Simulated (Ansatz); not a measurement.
We consider CsCl-type BaO (model structure), described by HSE06 (Ansatz, a first-principles code, PAW).

Settings: plane-wave cutoff 500 eV, 8×8×8 k mesh, Fermi–Dirac smearing 0.05 eV, scalar-relativistic PAW data made under PBE.

Cell (relaxed at this level):

Space group Pm-3m (No. 221); a = 3.309 Å, b = 3.309 Å, c = 3.309 Å, α = 90.00°, β = 90.00°, γ = 90.00°

```json
[
 {"atom": "Ba", "site": "1a", "symmetry": "m-3m", "x": "0.0000", "y": "0.0000", "z": "0.0000"},
 {"atom": "O", "site": "1b", "symmetry": "m-3m", "x": "0.5000", "y": "0.5000", "z": "0.5000"}
]
```

Q: What does this level give for the band gap?

A: 
- band gap = 3.17 eV (on the SCF k mesh)

Note: exact exchange on metals is sensitive to the k mesh and can open a false gap; the relaxation could raise the start's symmetry but not lower it, so the cell can be a saddle point.

Spin–orbit coupling is not included.

Computed values are for the static lattice.

Computing time: roughly 6 core-minutes.

A model structure was made by putting elements into a prototype or built by hand; it is no filed structure, need not be a known phase, and can be a saddle point held by its symmetry.
